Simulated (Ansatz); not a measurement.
Quartz-high SiO₂ (high-temperature phase) was calculated with r²SCAN in Ansatz (PAW).

Numerical settings: plane-wave cutoff 560 eV, 12×12×6 k mesh (along the axes of the cell as run), Fermi–Dirac smearing 0.01 eV, scalar-relativistic PAW data made under PBE.

Computed at the level's own relaxed cell.

```
O2Si
1.0
    5.05941     0.00000     0.00000
   -2.52971     4.38158     0.00000
    0.00000     0.00000     5.54076
Si O
3 6
Direct
  0.00000   0.50000   0.33333
  0.50000   0.00000   0.00000
  0.50000   0.50000   0.66667
  0.58348   0.79174   0.83333
  0.79174   0.58348   0.50000
  0.20826   0.79174   0.16667
  0.41652   0.20826   0.83333
  0.20826   0.41652   0.50000
  0.79174   0.20826   0.16667
```

Task: List the 31 lowest band energies at Γ above −25 eV (eV, relative to the valence band maximum), grouping those that round alike.

Result: At Γ: -20.41, -18.96 (×2), -18.38, -18.34 (×2), -8.64 (×2), -5.81, -5.52, -5.42 (×2), -2.95, -2.91 (×2), -2.60, -1.76, -1.75 (×2), -1.01 (×2), -0.46 (×2), -0.19, 6.29, 9.75 (×2), 10.08 (×2), 11.11, 11.98.

Note: symmetry holds this phase in the static calculation, where it need not be a minimum; held by symmetry at 0 K, a high-temperature phase can be a saddle point.

Ansatz is a first-principles code.
